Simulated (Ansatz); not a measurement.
A computed series for Sn4Au: pressure series

The parent structure is Sn₄Au (space group Ccce, No. 68; a cell from a computed database, its experimental status unchecked).

```
Sn4Au
1.0
    3.26123    -5.88005     0.00000
    3.26123     5.88005     0.00000
    0.00000     0.00000     6.48971
Sn Au
8 2
Cartesian
  2.19627  -1.53673   5.40621
  4.32618   1.53673   5.40621
  2.19627   1.53673   1.08351
  4.32618  -1.53673   1.08351
  1.06495   1.53673   4.32837
  5.45750  -1.53673   4.32837
  1.06495  -1.53673   2.16135
  5.45750   1.53673   2.16135
  0.00000   0.00000   0.00000
  3.26123   0.00000   3.24486
```

Cell and atoms are relaxed at each pressure.

Level of theory: PBEsol (Ansatz, a quantum-chemistry and plane-wave program; PAW; 420 eV plane waves; no SOC).

Notes on the quantities. enthalpy: H = E + PV relative to the base's energy.

```csv
variant,enthalpy,shortest interatomic distance,density
base,–,2.858 Å,8.96 g/cm³
pressure −2 GPa,-0.32 eV/atom,2.886 Å,8.66 g/cm³
pressure −1 GPa,-0.16 eV/atom,2.871 Å,8.82 g/cm³
pressure 0.3 GPa,+0.05 eV/atom,2.854 Å,9.01 g/cm³
pressure 0.7 GPa,+0.11 eV/atom,2.849 Å,9.06 g/cm³
pressure 1.5 GPa,+0.23 eV/atom,2.839 Å,9.17 g/cm³
pressure 3 GPa,+0.46 eV/atom,2.822 Å,9.35 g/cm³
pressure 5 GPa,+0.75 eV/atom,2.801 Å,9.58 g/cm³
pressure 7.5 GPa,+1.11 eV/atom,2.779 Å,9.83 g/cm³
pressure 10 GPa,+1.46 eV/atom,2.758 Å,10.07 g/cm³
```

Load acts through the strain it causes; cell and atoms are relaxed under it. No phonon test of stability was made. Competing high-pressure phases were not computed.
